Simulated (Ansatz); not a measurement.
Surface energy of the (100) surface of rock-salt MgO in its 1x1 cell (cut with top plane Mg + O, bottom plane Mg + O), outermost plane spacing 2.13 Å in the ideal cut, worked from total energies, which count from the potentials' own zero.

These are PBE (plane waves to 420 eV, PAW; Ansatz, a program for electronic structure) values and carry that method's errors.

Slab: 10 atoms, Mg5O5, 8.5 Å thick at the start (thin: gaps and levels are the slab's own); k 8x8x1, smearing 0.025 eV, dipole-corrected; all atoms relaxed; symmetry of the start imposed; no spin, no spin-orbit, no U.

```json
[
 {"quantity": "slab, Mg5O5", "value": "-12469.6959 eV"},
 {"quantity": "bulk cell, MgO, on the slab's in-plane mesh", "value": "-2494.1389 eV"},
 {"quantity": "area of one face", "value": "9.047 Å²"}
]
```

Task: What surface energy follows, as the mean over the slab's two faces?

Result: the slab holds N = 5 bulk cells, so E(slab) − N·E(bulk) = 0.999 eV. Divided by 2A = 18.09 Å² this is 55.2 meV/Å², and with 1 eV/Å² = 16.02 J/m², γ = 0.88 J/m².
